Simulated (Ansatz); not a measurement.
The parent structure is CdSe in the zinc blende structure (space group F-43m, No. 216; a = 6.133 Å).

Computed with r2SCAN in Ansatz (plane waves to 500 eV, PAW, no spin-orbit coupling).

One change was made to it. Results:

```csv
quantity,base,after
electron mass,0.093 mₑ (at Γ),0.11 mₑ (at Γ)
band gap,1.04 eV,1.34 eV
volume per atom,28.84 Å³,25.06 Å³
```

Name the change that was made.
(A) pressure −1 GPa
(B) pressure 1.5 GPa
(C) pressure 10 GPa
(D) pressure 3 GPa

C, pressure 10 GPa. For comparison, the band gap in the other runs: pressure −1 GPa gives 0.99 eV; pressure 3 GPa gives 1.15 eV; pressure 1.5 GPa gives 1.10 eV.

Load acts through the strain it causes; cell and atoms are relaxed under it. Masses are band curvatures over ±0.01 Å⁻¹ around the edge. Whether these cells are dynamically stable was not tested. Tetrahedral semiconductors of this kind turn to denser phases somewhere between about 1 and 50 GPa; those were not computed, so compressed cells here can lie past the real transition.

Ansatz is a program for electronic structure.
